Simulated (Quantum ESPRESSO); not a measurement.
# Refining one setting for LiF (Fm-3m, 2 atoms in the cell)

```yaml
crystal:
  lattice:
    - [-2.01701, 0.00000, 2.01701]
    - [0.00000, 2.01701, 2.01701]
    - [-2.01701, 2.01701, 0.00000]
  atoms:
    - { symbol: Li, position: [0.00000, 0.00000, 0.00000] }
    - { symbol: F, position: [0.50000, 0.50000, 0.50000] }
```

Method of the run: PBE, SSSP 1.1.2 efficiency (PBE) pseudopotentials (plane waves; Quantum ESPRESSO).

The starting cell comes from a database of computed structures (which also holds hypothetical and non-ambient phases and stackings), without a prior relaxation at this level. Its lattice was rescaled by a random factor within 2.5 % of one.

Held fixed: ecutwfc = 40 Ry; ecutrho = 320 Ry; occupations = fixed; potentials = {Li: li_pbe_v1.4.uspp.F.UPF, F: f_pbe_v1.4.uspp.F.UPF}; nbnd = 9; conv_thr = 1e-10 Ry; mixing_beta = 0.7.

ΔF is the free energy per atom less that of the last row (automatic 34 34 34 0 0 0).

The series runs over K_POINTS = automatic 1 1 1 0 0 0; automatic 3 3 3 0 0 0; automatic 4 4 4 0 0 0; automatic 5 5 5 0 0 0; automatic 6 6 6 0 0 0; automatic 8 8 8 0 0 0; automatic 9 9 9 0 0 0; automatic 11 11 11 0 0 0; automatic 13 13 13 0 0 0; automatic 15 15 15 0 0 0; automatic 18 18 18 0 0 0; automatic 22 22 22 0 0 0; automatic 27 27 27 0 0 0; automatic 34 34 34 0 0 0.

Q: From which setting on does the energy stay within 2 meV/atom of the last one?

A: From K_POINTS = automatic 4 4 4 0 0 0 on; the one before it is off by 10 meV/atom.

Q: From which setting on does the gap on the mesh stay within 0.01 eV of the last one?

A: From K_POINTS = automatic 4 4 4 0 0 0 on; the one before it is off by 0.015 eV.

```tsv
K_POINTS	ΔF (meV/atom)	pressure (GPa)	gap on the mesh (eV)	k-points	plane waves
automatic 1 1 1 0 0 0	3345.1	78.57	7.284	1	459
automatic 3 3 3 0 0 0	10.2	1.58	9.010	4	474
automatic 4 4 4 0 0 0	0.74	1.30	9.023	8	483
automatic 5 5 5 0 0 0	0.18	1.21	9.025	10	483
automatic 6 6 6 0 0 0	0.06	1.23	9.025	16	489
automatic 8 8 8 0 0 0	0.01	1.24	9.025	29	489
automatic 9 9 9 0 0 0	0.02	1.23	9.025	35	495
automatic 11 11 11 0 0 0	-0.01	1.24	9.025	56	495
automatic 13 13 13 0 0 0	-0.01	1.24	9.025	84	495
automatic 15 15 15 0 0 0	0.01	1.24	9.025	120	495
automatic 18 18 18 0 0 0	0.00	1.24	9.025	195	495
automatic 22 22 22 0 0 0	0.00	1.24	9.025	328	495
automatic 27 27 27 0 0 0	-0.01	1.24	9.025	560	495
automatic 34 34 34 0 0 0	0.00	1.24	9.025	1059	495
```

Gaps are taken between levels on the mesh.
